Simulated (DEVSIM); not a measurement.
Structure: illuminated Si p-on-n cell, one wavelength, at 300 K.

```tsv
layer (left to right)	material	thickness (μm)	Nd (cm⁻³)	Na (cm⁻³)	τn (s)	τp (s)	absorption coefficient (cm⁻¹)
1	Si	0.0880	-	5e18	1.6e-6	1.3e-6	3800
2	Si	180	6.5e15	-	1.6e-5	1.6e-5	3800
```

Left contact: ohmic, minority electron recombination velocity 20 cm/s. Right contact: ohmic, minority hole recombination velocity 7e6 cm/s. Voltage is applied to the left contact. Recombination: SRH at mid-gap, radiative, Auger. Light enters at the left, 3.9e17 photons cm⁻² s⁻¹, one pass, no reflection. Mobility is μmin + (μ − μmin)/(1 + (N/Nref)^α).

The device is made up for the run: typed textbook-type constants, with dimensions and the other settings drawn at random. Values at 300 K.

| parameter | Si |
|---|---|
| gap (eV) | 1.124 |
| affinity (eV) | 4.05 |
| permittivity | 11.7 |
| Nc (cm⁻³) | 2.86e19 |
| Nv (cm⁻³) | 3.1e19 |
| μn (cm²/Vs) | 1417 |
| μp (cm²/Vs) | 470 |
| μn,min | 52 |
| μp,min | 45 |
| Nref,n | 9.7e16 |
| Nref,p | 2.2e17 |
| αn | 0.68 |
| αp | 0.72 |
| B (cm³/s) | 4.7e-15 |
| Cn (cm⁶/s) | 2.8e-31 |
| Cp (cm⁶/s) | 9.9e-32 |

Model (solved in DEVSIM): 1D drift-diffusion, Boltzmann statistics, complete ionisation; no tunnelling, impact ionisation, image-force lowering or self-heating.

Base results: short-circuit current (mA/cm²) 61.4; fill factor 0.83; open-circuit voltage (V) 0.617; largest field in the device at zero bias (V/cm) 130000.

### Question
What follows from this one change: doping Nd of layer 2 6.5e+15 → 2e+17 cm^-3?

### Answer
short-circuit current 61.4 → 60.8 mA/cm²; fill factor 0.83 → 0.85; open-circuit voltage 0.617 → 0.711 V; largest field in the device at zero bias 130000 → 240000 V/cm.

### Question
What follows from this one change: thickness of layer 2 180 → 110 μm?

### Answer
short-circuit current 61.4 → 61.0 mA/cm²; fill factor little changed (0.83); open-circuit voltage 0.617 → 0.610 V; largest field in the device at zero bias little changed (130000 V/cm).

### Question
What follows from this one change: minority lifetime in layer 2 1.6e-05 → 4.8e-07 s?

### Answer
short-circuit current 61.4 → 57.3 mA/cm²; fill factor 0.83 → 0.81; open-circuit voltage 0.617 → 0.576 V; largest field in the device at zero bias little changed (130000 V/cm).
